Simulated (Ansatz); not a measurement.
## A constructed model of the (100) surface of fcc Cu, a pseudomorphic layer of Zn in the host's stacking (bottom of the slab: a bare face, its two planes held)

Calculation: PBE (plane waves to 420 eV, PAW; Ansatz, a quantum-chemistry and plane-wave program).

Model: 7-atom slab, 11.0 Å thick at the start, 15x15x1 mesh, Fermi-Dirac 0.1 eV, dipole correction, 2 atoms held, the rest relaxed; symmetry of the start imposed; no spin, no spin-orbit, no U. It is one candidate, not shown to be the stable structure of the face.

The work function of the top face is 4.34 eV, the energy released by relaxation comes out as 0.001 eV and the cost comes out as around 4 core-minutes (rough).
